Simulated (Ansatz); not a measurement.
We consider 1T (CdI2-type) MgI₂, described by PBEsol (PAW; Ansatz, an electronic-structure program).

Numerical settings: plane-wave cutoff 560 eV, 12×12×6 k mesh (along the axes of the cell as run), perturbation theory, scalar-relativistic PAW data made under PBE.

Cell (measured lattice):

```cif
data_I2Mg
_chemical_formula_sum 'Mg1 I2'
_space_group_name_H-M_alt 'P 1'
_space_group_IT_number 1
_cell_length_a 4.15370
_cell_length_b 4.15370
_cell_length_c 6.86200
_cell_angle_alpha 90.000
_cell_angle_beta 90.000
_cell_angle_gamma 120.000
loop_
_space_group_symop_operation_xyz
  'x, y, z'
loop_
_atom_site_label
_atom_site_type_symbol
_atom_site_fract_x
_atom_site_fract_y
_atom_site_fract_z
_atom_site_occupancy
Mg1 Mg 0.00000 0.00000 0.00000 1
I1 I 0.66667 0.33333 0.75859 1
I2 I 0.33333 0.66667 0.24141 1
```

Task: Give the computed high-frequency dielectric constant (mean over three axes) and dielectric constant ε0 (ions relaxed) (mean over three axes).

Result: 
* **high-frequency dielectric constant (mean over three axes)**: 4.33
* **dielectric constant ε0 (ions relaxed) (mean over three axes)**: 7.51

Note: the cell isn't this level's own, so it is under some stress, which shifts stiffness and frequencies.

Spin–orbit coupling is not included.
